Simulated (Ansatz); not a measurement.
Start from Mg$_{2}$Sn (space group Fm-3m, No. 225).

```
CELL_PARAMETERS angstrom
      0.00000     3.37278     3.37278
      3.37278     0.00000     3.37278
      3.37278     3.37278     0.00000
ATOMIC_POSITIONS crystal
  Sn 0.00000 0.00000 0.00000
  Mg 0.25000 0.25000 0.25000
  Mg 0.75000 0.75000 0.75000
```

All numbers come from DFT with PBEsol, PAW potentials and a 420 eV plane-wave cutoff in Ansatz (a quantum-chemistry and plane-wave program), spin-orbit coupling left out, earlier PAW set.

One change was made to it. Results:

The shortest interatomic distance falls by 0.083 Å to 2.838 Å; the density grows by 0.33 g/cm³ (3.62 g/cm³ → 3.95 g/cm³).

**Question.** Name the change that was made.
A. pressure 4.5 GPa
B. pressure 2.1 GPa
C. pressure 0.9 GPa

**Answer.** A, pressure 4.5 GPa. For comparison, the shortest interatomic distance in the other runs: pressure 0.9 GPa gives 2.902 Å; pressure 2.1 GPa gives 2.879 Å.

Load acts through the strain it causes; cell and atoms are relaxed under it. No phonon test of stability was made.
